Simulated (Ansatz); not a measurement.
**MgS (model structure, started from the HgTe type, Fm-3m, No. 225, 6 atoms in the cell)**

Calculation: PBE0 (Ansatz, a first-principles code, PAW).

Numerical settings: plane-wave cutoff 460 eV, 9×9×4 k mesh (along the axes of the cell as run), Fermi–Dirac smearing 0.01 eV, scalar-relativistic PAW data made under PBE.

Cell (relaxed with PBEsol):

```yaml
crystal:
  lattice:
    - [3.66421, 0.00000, 0.00000]
    - [-1.83210, 3.17329, 0.00000]
    - [0.00000, 0.00000, 8.97554]
  atoms:
    - { symbol: Mg, position: [0.33332, 0.33332, 0.00000] }
    - { symbol: Mg, position: [0.66668, 0.00000, 0.33333] }
    - { symbol: Mg, position: [0.00000, 0.66668, 0.66667] }
    - { symbol: S, position: [0.33335, 0.33335, 0.50000] }
    - { symbol: S, position: [0.66665, 0.00000, 0.83333] }
    - { symbol: S, position: [0.00000, 0.66665, 0.16667] }
```

```
Item                                                      Value
-------------------------------------------  ------------------
band gap                                     4.55 eV (indirect)
smallest direct gap on the k points sampled             5.59 eV
Γ–Γ gap                                                 5.63 eV
```

Note: cell and atoms aren't relaxed at this level (pressure 0.6 GPa).

Cost on a shared machine: about 11 core-minutes (a rough figure).

A model structure was made by putting elements into a prototype or built by hand; here it ended with the formula and space group of a phase in our tables.
